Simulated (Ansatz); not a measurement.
Checking a run of Ansatz (a first-principles code) on PtSb2 (Pa-3, 12 atoms in the cell). The aim is a self-consistent single point with DFT, PBE, plane waves, PAW files.

Cell that was meant: a = 6.3247 Å, b = 6.3247 Å, c = 6.3247 Å, α = 90.00°, β = 90.00°, γ = 90.00°.

Part of the input:

```yaml
# PtSb2
crystal:
  lattice:
    - [11.951996, 0.000000, 0.000000]
    - [0.000000, 11.951996, 0.000000]
    - [0.000000, 0.000000, 11.951996]
  atoms:
    - { symbol: Sb, position: [0.625000, 0.875000, 0.125000] }
    - { symbol: Sb, position: [0.125000, 0.625000, 0.875000] }
```

Output (repeated stretches shortened):

```
WARN ansatz: RAYON_NUM_THREADS=1 ignored (pool sized by the plan → 1); use --threads N
Pseudopotentials: kind: paw
   [... lines left out ...]
Space group: Pa-3 (ITA 205), of the structure as read, at distance tolerance 1.2e-4 Å
k-points: 4 of 27
Initial density: superposition of atomic densities (chi_scale 0.1, normalization cell), built separately for each of the 12 bonded fragments …
Initial wavefunctions: pseudopotential atomic-orbital guess
Eigensolver: davidson
Functional: x = pbe(κ = 0.804, μ = 0.2195149727645171), c = pbe(β = 0.06672455060314922)
SCF iter   1: F=—  HF=-101930.961766 eV  |F-HF|=—  |Δ(HF+E_count)|=         —  Δρ=2.33e-2  dr2=4.76e1  ethr=3.10e-3  ⟨swp⟩=7.5  Hψ=1618  notcnv=0
all-band conjugate gradients solve this SCF's bands
preconditioner: auto → LDOS
SCF iter   2: F=—  HF=-101998.869157 eV  |F-HF|=—  |Δ(HF+E_count)|=    6.79e1  Δρ=1.43e-1  dr2=1.19e3  ethr=3.10e-3  ⟨swp⟩=5.5  Hψ=1154  notcnv=0  defer=2  recentre
   [... lines left out ...]
SCF iter  15: F=—  HF=-101926.402783 eV  |F-HF|=—  |Δ(HF+E_count)|=   5.64e-6  Δρ=1.39e-5  dr2=9.43e-6  ethr=4.99e-8  ⟨swp⟩=1.0  Hψ=464  notcnv=0
SCF iter  16: F=—  HF=-101926.402783 eV  |F-HF|=—  |Δ(HF+E_count)|=   2.45e-7  Δρ=2.71e-6  dr2=4.11e-7  ethr=4.91e-9  ⟨swp⟩=1.0  Hψ=464  notcnv=0
SCF iter  17: F=-101926.402783 eV  HF=-101926.402783 eV  |F-HF|=8.05e-9  |Δ(HF+E_count)|=   1.80e-8  Δρ=5.78e-7  dr2=1.25e-8  ethr=5.21e-11  ⟨swp⟩=3.2  Hψ=1535  notcnv=0
SCF 1 converged in 17 iterations: F = -101926.402783 eV  dr2 = 1.25e-8
Free energy (F): -101926.402783 eV
Internal energy: -101926.263489 eV  (E = F + TS)
E sigma→0 (E₀):  -101926.333136 eV
Entropy (-TS):   -0.139294 eV (-11.608 meV/atom)
Fermi energy:    -2.092327 eV
--- Forces (eV/Å), atoms counted from 1 ---
  atom   1  Sb    -0.16548988     0.16548988    -0.16548988
  atom   2  Sb    -0.16548988    -0.16548988     0.16548988
  atom   3  Sb    -0.16548988    -0.16548988    -0.16548988
  atom   4  Sb     0.16548988     0.16548988     0.16548988
  atom   5  Sb     0.16548988    -0.16548988    -0.16548988
  atom   6  Sb     0.16548988     0.16548988    -0.16548988
  atom   7  Sb    -0.16548988     0.16548988     0.16548988
   [... lines left out ...]
  atom  12  Pt     0.00000000     0.00000000    -0.00000000
--- Stress (GPa, compression-positive) ---
       -1.387901      -0.000000       0.000000
       -0.000000      -1.387901       0.000000
        0.000000       0.000000      -1.387901
  P = ⅓ Tr σ = -1.3879 GPa (-13.879 kbar)
  The stress holds the Pulay correction. Without it, at fixed plane waves, as pw.x and ABINIT print it: P = -1.3919 GPa
```

Problem. Can these results be used? Check the input.

Solution. The run is not sound. The fault is this: lattice typed in bohr, read as angstrom. Bohr and ångström differ by a factor of 1.89; the cell that the program reads is then far too large or far too small. To fix it, give the lengths in the unit that the key or card expects. The run converged in 17 iterations without an error; against the sound input the free energy rises by 4.44 eV/atom, the pressure goes from 14.72 to -1.39 GPa and the largest force goes from 0.097 to 0.287 eV/Å.

An input that runs soundly differs in these lines (not the only fix; some lines may just follow from the change or write a value another way):
```diff
-    - [11.951996, 0.000000, 0.000000]
-    - [0.000000, 11.951996, 0.000000]
-    - [0.000000, 0.000000, 11.951996]
+    - [6.324724, 0.000000, 0.000000]
+    - [0.000000, 6.324724, 0.000000]
+    - [0.000000, 0.000000, 6.324724]
```

With that input, the run converged in 8 iterations: free energy E − TS (on the zero of these files) -101979.6549 eV; pressure 14.72 GPa; largest force (vector length) 0.097 eV/Å (DFT, PBE, plane waves, PAW files).

On the sound input: the starting cell has typed, rounded lattice constants, without a prior relaxation at this level. Its lattice was rescaled by a random factor within 2.5 % of one. Spin-orbit coupling is off. Spin polarisation is off. With a pressure of about 15 GPa the cell is away from its equilibrium volume at this level. Ansatz's pressure includes its estimate of the finite-basis (Pulay) stress.
